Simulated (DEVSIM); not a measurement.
Structure: illuminated Si p-on-n cell, one wavelength, at 300 K.

| layer (left to right) | material | thickness (μm) | Nd (cm⁻³) | Na (cm⁻³) | τn (s) | τp (s) | absorption coefficient (cm⁻¹) |
|---|---|---|---|---|---|---|---|
| 1 | Si | 0.510 | - | 1.9e18 | 5.1e-7 | 6.8e-7 | 53000 |
| 2 | Si | 42.0 | 2.8e15 | - | 9.8e-7 | 9.8e-7 | 53000 |

Left contact: ohmic, minority electron recombination velocity 1e7 cm/s. Right contact: ohmic, minority hole recombination velocity 4000 cm/s. Voltage is applied to the left contact. Recombination: SRH at mid-gap, radiative, Auger. Light enters at the left, 1.7e17 photons cm⁻² s⁻¹, one pass, no reflection. Mobility is μmin + (μ − μmin)/(1 + (N/Nref)^α).

This is a model device: material constants are rounded textbook-type values typed into the input, and sizes, dopings and lifetimes were drawn at random. Values at 300 K.

```csv
parameter,Si
gap (eV),1.124
affinity (eV),4.05
permittivity,11.7
Nc (cm⁻³),2.86e19
Nv (cm⁻³),3.1e19
μn (cm²/Vs),1417
μp (cm²/Vs),470
"μn,min",52
"μp,min",45
"Nref,n",9.7e16
"Nref,p",2.2e17
αn,0.68
αp,0.72
B (cm³/s),4.7e-15
Cn (cm⁶/s),2.8e-31
Cp (cm⁶/s),9.9e-32
```

Model (solved in DEVSIM): 1D drift-diffusion, Boltzmann statistics, complete ionisation; no tunnelling, impact ionisation, image-force lowering or self-heating.

The photon flux was swept, all else fixed.

| photon flux (cm^-2 s^-1) | short-circuit current (mA/cm²) | fill factor | largest power (mW/cm²) | open-circuit voltage (V) |
|---|---|---|---|---|
| 5.1e15 | 0.289 | 0.76 | 0.0923 | 0.418 |
| 1.7e16 | 0.963 | 0.78 | 0.339 | 0.451 |
| 5.1e16 | 2.89 | 0.79 | 1.10 | 0.480 |
| 1.7e17 | 9.63 | 0.80 | 3.96 | 0.511 |
| 5.1e17 | 28.9 | 0.81 | 12.7 | 0.540 |
| 1.7e18 | 96.3 | 0.82 | 45.1 | 0.572 |
| 5.1e18 | 289 | 0.82 | 143 | 0.603 |

From the first row to the last the short-circuit current goes from 0.289 to 289. From the first row to the last the fill factor goes from 0.76 to 0.82.
